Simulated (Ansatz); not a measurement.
The parent structure is BaTiO3 in the cubic perovskite structure (space group Pm-3m, No. 221; a = 3.994 Å).

Calculations: r2SCAN in Ansatz (plane waves to 500 eV, PAW, scalar-relativistic without spin-orbit coupling).

Base values:

Band gap: 2.17 eV
Gap character: indirect, R → Γ

The change: cell and atoms relaxed at a pressure of 15 GPa.

Task: What does the calculation give for the band gap after the change?

Result: The band gap goes up by 0.18 eV, from 2.17 eV to 2.35 eV.

Task: Estimate the effect on the gap character.

Result: The gap character stays indirect, R → Γ.

Load acts through the strain it causes; cell and atoms are relaxed under it. Whether these cells are dynamically stable was not tested. No other phases were tried under pressure. The final runs are not spin-polarised. Many cubic perovskites are stable only at high temperature; tilts and polar distortions were not tested. This is not the structure that BaTiO3 has at room temperature and ambient pressure.

Ansatz is a first-principles code.
